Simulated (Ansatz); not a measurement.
Take ZnCu in the CsCl type structure (space group Pm-3m, No. 221) as the base.

```yaml
crystal:
  lattice:
    - [2.91880, 0.00000, 0.00000]
    - [0.00000, 2.91880, 0.00000]
    - [0.00000, 0.00000, 2.91880]
  atoms:
    - { symbol: Zn, position: [0.00000, 0.00000, 0.00000] }
    - { symbol: Cu, position: [0.50000, 0.50000, 0.50000] }
```

Cartesian axes are those of the cell as printed.

Computed with r2SCAN (Ansatz, a program for electronic structure, PAW, no spin-orbit coupling).

Base values:

- Shortest interatomic distance: 252.8 pm

One thing is altered: a free-standing slab of 7 layers (14 atoms, 2 a layer) is cut normal to [110], with 15 Å of vacuum and the in-plane cell held at bulk.

Q: What happens to the excess energy per area of both faces?

A: The excess energy per area of both faces (slab less bulk energy over the cell's area: twice a surface energy) amounts to 2.7 J/m² (uncertain by up to 0.2 J/m²).

Q: Predict the new change of the spacing d23 from its bulk value of 2.064 Å.

A: The change of the spacing d23 from its bulk value of 2.064 Å amounts to -0.2 %.

Q: Estimate the effect on the shortest interatomic distance.

A: The shortest interatomic distance drops by 4.13 pm (252.8 pm → 248.6 pm).

The excess energy carries the mismatch between the slab's and the bulk's meshes. Whether these cells are dynamically stable was not tested. The final runs are not spin-polarised.
